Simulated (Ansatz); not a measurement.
Input:

End structure of a constructed model of the (0001) surface of hcp Co, ferromagnetic, (√3x√3)R30° layer of N, one a cell, on the site that continues the host's stacking (bottom of the slab: a bare face, its two planes held):

```
CELL_PARAMETERS angstrom
      3.73938     2.15893     0.00000
     -3.73938     2.15893     0.00000
      0.00000     0.00000    28.00000
ATOMIC_POSITIONS crystal
  Co 0.33333 0.00000 0.29291
  Co 0.66667 0.66667 0.29291
  Co 0.00000 0.33333 0.29291
  Co 0.33333 0.33333 0.36492
  Co 0.66667 0.00000 0.36492
  Co 0.00000 0.66667 0.36492
  Co 0.33333 0.00000 0.43794
  Co 0.66667 0.66667 0.43751
  Co 0.00000 0.33333 0.43751
  Co 0.33333 0.33464 0.50941
  Co 0.66797 0.00000 0.50941
  Co 0.99869 0.66536 0.50941
  Co 0.33333 0.00000 0.58065
  Co 0.66667 0.66667 0.58234
  Co 0.00000 0.33333 0.58234
  Co 0.33333 0.33515 0.65318
  Co 0.66849 0.00000 0.65318
  Co 0.99818 0.66485 0.65318
  N  0.33333 0.00000 0.68862
```

Slab: 19 atoms, 11.6 Å thick at the start with caps and adatoms (thin: gaps and levels are the slab's own); k 10x10x1, smearing 0.1 eV, dipole-corrected; 6 atoms held, the rest relaxed; held to the start's symmetry, so lower structures may exist; spin-polarised, ending with about 27.8 μB a cell; orders that need a larger cell were not tried, no spin-orbit, no U. It is one candidate, not shown to be the stable structure of the face.

Problem. Give the work function of the top face at the level PBE (Ansatz, a program for electronic structure).

Solution. 5.65 eV
